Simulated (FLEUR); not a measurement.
## Convergence study of the k-point mesh at a smearing width of 0.05 eV for Rb (Im-3m, 1 atom in the cell)

```xyz
1
Lattice="-2.8335 2.8335 2.8335 2.8335 -2.8335 2.8335 2.8335 2.8335 -2.8335" Properties=species:S:1:pos:R:3 pbc="T T T"
Rb     0.0000     0.0000     0.0000
```

Level of theory: FLEUR with LDA (Vosko-Wilk-Nusair), all-electron FLAPW (FLEUR), scalar-relativistic valence.

Base settings: Kmax = 3.8 1/bohr; GmaxXC = 13.3 1/bohr; xcFunctional = vwn; jspins = 1; l_soc = F; mode = hist; fermiSmearingEnergy = 0.00367493 Htr; mesh (inpgen div1-3) = 4 4 4; inpgen gamma flag = true; Gmax = 13.3 1/bohr.

In this ladder: fermiSmearingEnergy = 0.00183747 Htr. Moved along: kpt_gamma.

Only quantities that move along the ladder and can be compared are tabulated.

The starting cell has typed, rounded lattice constants, without a prior relaxation at this level. Its lattice was rescaled by up to half a per cent. Values depend on the basis (sphere radii, cutoffs, local orbitals), which need not be converged.

```csv
kpt_div,free energy less the last step's (meV/atom)
3 3 3,-79.60
4 4 4,52.61
5 5 5,-5.04
6 6 6,12.22
8 8 8,4.42
9 9 9,-2.20
11 11 11,-1.17
13 13 13,-0.09
16 16 16,-0.04
20 20 20,0.00
```

Coarsest kpt_div that holds the free energy within 1 meV/atom of the last step, with all finer ones: 13 13 13; the step before is off by 1.2 meV/atom.
